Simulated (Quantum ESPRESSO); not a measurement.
Quick settings and what they miss: InCu3 (P6_3/mmc, 8 atoms in the cell)

Self-consistent single point.

```xyz
8
Lattice="5.3867 0.0000 0.0000 -2.6934 4.6650 0.0000 0.0000 0.0000 4.2781" Properties=species:S:1:pos:R:3 pbc="T T T"
In     0.0000     3.1100     3.2086
In     2.6934     1.5550     1.0695
Cu     0.0000     1.4590     1.0695
Cu     2.6934     3.2060     3.2086
Cu     4.1232     0.7295     3.2086
Cu    -1.4298     3.9355     1.0695
Cu     1.4298     3.9355     1.0695
Cu     1.2636     0.7295     3.2086
```

Level of theory: LDA (PZ), PSlibrary PAW (LDA) pseudopotentials (plane waves; Quantum ESPRESSO).

Base settings: ecutwfc = 55 Ry; ecutrho = 330 Ry; occupations = smearing; smearing = methfessel-paxton; degauss = 0.0099958 Ry; potentials = {In: In.pz-dn-kjpaw_psl.1.0.0.UPF, Cu: Cu.pz-dn-kjpaw_psl.1.0.0.UPF}; K_POINTS = automatic 5 5 5 0 0 0; conv_thr = 1e-11 Ry.

Tight run (finer mesh or higher cutoff; not a proven limit): ecutwfc: 55 Ry → 77 Ry; ecutrho: 330 Ry → 462 Ry; conv_thr: 1e-11 Ry → 7.3e-11 Ry; K_POINTS: automatic 5 5 5 0 0 0 → automatic 7 7 7 0 0 0. It gave Fermi level (on the code's own zero) 13.48 eV; pressure -3.23 GPa; largest force (vector length) 0.033 eV/Å.

Quick runs, as changes from the base:
- A: the base itself
- B: ecutwfc: 55 Ry → 33 Ry; ecutrho: 330 Ry → 198 Ry; smearing: methfessel-paxton → marzari-vanderbilt; K_POINTS: automatic 5 5 5 0 0 0 → automatic 1 1 1 0 0 0
- C: ecutwfc: 55 Ry → 38 Ry; ecutrho: 330 Ry → 228 Ry; smearing: methfessel-paxton → marzari-vanderbilt; conv_thr: 1e-11 Ry → 7.3e-06 Ry; K_POINTS: automatic 5 5 5 0 0 0 → automatic 4 4 4 0 0 0
- D: ecutwfc: 55 Ry → 28 Ry; ecutrho: 330 Ry → 168 Ry; smearing: methfessel-paxton → gaussian; degauss: 0.0099958 Ry → 0.0147 Ry; K_POINTS: automatic 5 5 5 0 0 0 → automatic 4 4 4 0 0 0
- E: ecutwfc: 55 Ry → 33 Ry; ecutrho: 330 Ry → 198 Ry; K_POINTS: automatic 5 5 5 0 0 0 → automatic 6 6 6 1 1 1

Energies are extrapolated to zero smearing width, which holds to low order in the width alone (under cold and Methfessel-Paxton smearing the free energy itself is taken).

Dashes: time of B, C, under 30 s; pressure of C, not trusted under this conv_thr with d or f elements.

The count of work is k-points × plane waves × bands × iterations; it is no time. Core times come from one kind of shared machine and are given to one figure; runs under 30 s give none.

The starting cell comes from a database of computed structures (which also holds hypothetical and non-ambient phases and stackings), without a prior relaxation at this level. Its lattice was rescaled by a random factor within 2.5 % of one. Spin polarisation is off. In the base run, with a pressure of about -4 GPa the cell is away from its equilibrium volume at this level.

```tsv
run	energy less tight (meV/atom)	pressure less tight (GPa)	largest miss in a force vector (eV/Å)	count of work / tight	core time / tight (rough)
A	17.3	-1.00	0.021	0.31	0.4
B	1048.5	-11.11	0.085	0.0095	–
C	71.9	–	0.051	0.071	–
D	1240.8	-102.43	0.020	0.083	0.1
E	199.1	-17.19	0.021	0.32	0.3
```

Among the runs at the tight run's level, the energy misses run from 17.3 to 1240.8 meV/atom.

Left out of this page: 1 run of the series outside the window shown, repeating another row's setting, or not comparable.
